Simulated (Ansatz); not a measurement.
MgS under load (space group Fm-3m): band-edge transport data

Consider the following.

```
CELL_PARAMETERS angstrom
      0.00000     2.61447     2.61447
      2.61447     0.00000     2.61447
      2.61447     2.61447     0.00000
ATOMIC_POSITIONS crystal
  Mg 0.00000 0.00000 0.00000
  S  0.50000 0.50000 0.50000
```

The numbers are results of PBEsol, rigid bands (plane waves, PAW, scalar-relativistic; Ansatz, an electronic-structure program), not measurements. Condition of this run: hydrostatic pressure -2 GPa (the target of the relaxation). Geometry: cell and atoms relaxed with PBEsol, then loaded as said.

```
Property                                                                                                                                                      Result
---------------------------------------------------------------------------------------------------------------------------------------  ---------------------------
band gap                                                                                                                                                     2.67 eV
electron conductivity mass (300 K, dilute)                                                                                                                   0.35 mₑ
hole conductivity mass (300 K, dilute)                                                                                                                       1.02 mₑ
effective density of states N_c (300 K)                                                                                                                  1.7e19 cm⁻³
effective density of states N_v (300 K)                                                                                                                  2.0e20 cm⁻³
density-of-states mass, electrons                                                                                                                            0.77 mₑ
density-of-states mass, holes                                                                                                                                 4.0 mₑ
Seebeck coefficient, n-type 1e19 cm⁻³, 300 K                                                                                                               -260 μV/K
best n-type power factor at 300 K for τ = 10 fs (best axis; densities from 1e16 to 1e21 cm⁻³ tried, whether or not they can be reached)  7.3 μW/(cm·K²) at 1e20 cm⁻³
Seebeck coefficient, p-type 1e19 cm⁻³, 300 K                                                                                                                464 μV/K
best p-type power factor at 300 K for τ = 10 fs (best axis; densities from 1e16 to 1e21 cm⁻³ tried, whether or not they can be reached)   27 μW/(cm·K²) at 3e20 cm⁻³
```

Rigid bands; masses and Seebeck coefficients take one relaxation time τ for all states and one kind of carrier; polarons and phonon drag are left out. Spin-orbit coupling is left out; where it splits the top of the valence band, N_v and the p-type Seebeck coefficient come out somewhat high without it.
